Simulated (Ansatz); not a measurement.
Consider CdSe in the zinc blende structure (space group F-43m, No. 216).

```xyz
2
Lattice="0.0000 3.0666 3.0666 3.0666 0.0000 3.0666 3.0666 3.0666 0.0000" Properties=species:S:1:pos:R:3 pbc="T T T"
Se     4.6000     4.6000     4.6000
Cd     0.0000     0.0000     0.0000
```

Cartesian axes are those of the cell as printed.

Computed with r2SCAN in Ansatz (plane waves to 500 eV, PAW, spin-orbit coupling left out).

For the base:

| Item | Result |
|---|---|
| Valence-band top at Γ | 0.00, 0.00, 0.00 eV |
| Band gap | 1.04 eV |
| Pressure | 0.01 GPa |

The change: biaxial strain +0.57 %, plane normal [110], relaxed out of plane (Cartesian); in-plane vectors clamped, the third vector and the atoms free.

Task: How does this affect the valence-band top at Γ, band gap and pressure?

Result: The valence-band top at Γ (three highest levels, from the VBM) becomes 0.00, -0.04, -0.05 eV (base: 0.00, 0.00, 0.00 eV); the band gap decreases by 0.045 eV (1.04 eV → 0.99 eV); the pressure (mean of the normal stresses, compression positive) decreases by 0.30 GPa to -0.29 GPa.

A biaxial case was relaxed in a doubled cell and then solved in the primitive one. Stability against distortions was not tested.

Ansatz is a first-principles code.
